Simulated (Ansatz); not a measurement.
Take CsPbBr$_{3}$ in the cubic perovskite structure (space group Pm-3m, No. 221; a = 5.8721 Å) as the base. Axes: x, y, z lie along the cube axes.

Method: Ansatz (a first-principles code), PBEsol, PAW, cutoff 420 eV, without spin-orbit coupling.

Before the change:

The valley order comes out as R along ⟨111⟩ 1.43 eV; Γ 2.88 eV.

The change: the cell is compressed by 1.80 % along z with no lateral relaxation, atoms relaxed at fixed cell.

### Question
What happens to the stress, valley order and energy relative to the base?

### Answer
The stress (xx, yy, zz, yz, xz, xy; compression positive) amounts to (0.12, 0.12, 1.04, 0.00, 0.00, 0.00) GPa; the valley order (the lowest conduction-band minima on the path, energy above the VBM, named in the base's zone) goes from R along ⟨111⟩ 1.43 eV; Γ 2.88 eV to R along [111] 1.30 eV; Γ 2.77 eV; the energy grows by 2.3 meV/atom.

Spin-orbit coupling, missing from the scalar runs, can matter with Pb. The levels and masses belong to the bands next to the band gap. The cells carry an imposed strain or load. No phonon test of stability was made. Many cubic perovskites are stable only at high temperature; tilts and polar distortions were not tested. This is not the structure that CsPbBr3 has at room temperature and ambient pressure.
